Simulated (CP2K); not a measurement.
A user runs CP2K on CaMg (Pmmn, 4 atoms in the cell) and asks whether the run is sound. The aim is a self-consistent single point with DFT LDA (Pade form), GPW, DZVP-MOLOPT-SR-GTH basis, GTH-PADE potentials (GTH_POTENTIALS).

Cell that was meant: a = 3.6926 Å, b = 5.8096 Å, c = 5.9893 Å, α = 90.00°, β = 90.00°, γ = 90.00°.

Part of the input:

```
      &END MIXING
      &SMEAR ON
        METHOD GAUSSIAN
        SIGMA [eV] 2
      &END SMEAR
    &END SCF
    &KPOINTS
```

Log, with long lists cut:

```
 GLOBAL| Method name                                                        CP2K
   [... lines left out ...]
                        No outer SCF

 Extrapolation method: initial_guess

 Number of electrons:                                                         40
 Number of occupied orbitals:                                                 20
 Number of molecular orbitals:                                                28

 Number of orbital functions:                                                 46
 Number of independent orbital functions:                                     46
 SCF WAVEFUNCTION OPTIMIZATION

  Step     Update method      Time    Convergence         Total energy    Change
     1 NoMix/Diag. 0.30E+00      -     1.56623937      -200.2579128655 -2.00E+02
     2 Broy./Diag. 0.30E+00      -     0.05886340      -199.1900147624  1.07E+00
     3 Broy./Diag. 0.30E+00      -     0.23333554      -199.5543903066 -3.64E-01
     4 Broy./Diag. 0.30E+00      -     0.05462851      -200.0314923695 -4.77E-01
     5 Broy./Diag. 0.30E+00      -     0.00910840      -200.0258832598  5.61E-03
     6 Broy./Diag. 0.30E+00      -     0.00647265      -199.9221801111  1.04E-01
   [... 5 lines left out ...]
    12 Broy./Diag. 0.30E+00      -     0.00009024      -199.8685107183 -4.49E-04
    13 Broy./Diag. 0.30E+00      -     0.00000942      -199.8688363876 -3.26E-04
    14 Broy./Diag. 0.30E+00      -     0.00000649      -199.8689248166 -8.84E-05
    15 Broy./Diag. 0.30E+00      -     0.00000034      -199.8689543930 -2.96E-05
  *** SCF run converged in    15 steps ***

  Overlap energy of the core charge distribution:               0.00000000000000
  Self energy of the core charge distribution:               -412.11638441799846
  Core Hamiltonian energy:                                    114.87020250128396
  Hartree energy:                                             124.29218242862409
  Exchange-correlation energy:                                -26.70979567265724
  Smearing free energy correction:                             -0.20515923210416
  Fermi energy:                                                 0.15153642526659

  Total energy:                                              -199.86895439296504
  Total energy (extrapolated to sigma->0):                   -199.76637477691295

   [... lines left out ...]
 STRESS|                        x                   y                   z
 STRESS|      x        1.86053784240E+03  -1.56703963902E-03  -8.68385635847E-04
 STRESS|      y       -1.56703963902E-03   5.74628137701E+03   1.59493228173E-03
 STRESS|      z       -8.68385635847E-04   1.59493228173E-03  -7.08774269774E+02
 STRESS| 1/3 Trace                                             2.29934831655E+03
```

Problem. Is this run sound? If not, what is wrong?

Solution. The run is not sound. The fault is a smearing width that is far too large. A width of many tenths of an electronvolt moves electrons far across the Fermi level or the gap, and the free energy and its derivatives carry a large smearing term. To fix it, use a width small against the gap or band features. The run converged in 15 iterations without an error; against the sound input the free energy falls by 737 meV/atom, the pressure goes from -0.95 to 0.23 GPa and the largest force goes from 0.193 to 0.288 eV/Å.

An input that runs soundly differs in these lines (not the only fix; some lines may just follow from the change or write a value another way):
```diff
-        SIGMA [eV] 2
+        SIGMA [eV] 0.1
```

With that input, the run converged in 13 iterations: free energy E − TS -5435.7632 eV; Fermi level (on the code's own zero) 4.25 eV; pressure -0.95 GPa; largest force (vector length) 0.193 eV/Å (DFT LDA (Pade form), GPW, DZVP-MOLOPT-SR-GTH basis, GTH-PADE potentials (GTH_POTENTIALS)).

On the sound input: the starting cell comes from a database of computed structures (which also holds hypothetical and non-ambient phases and stackings), without a prior relaxation at this level. Values carry the incompleteness of an atom-centred basis.
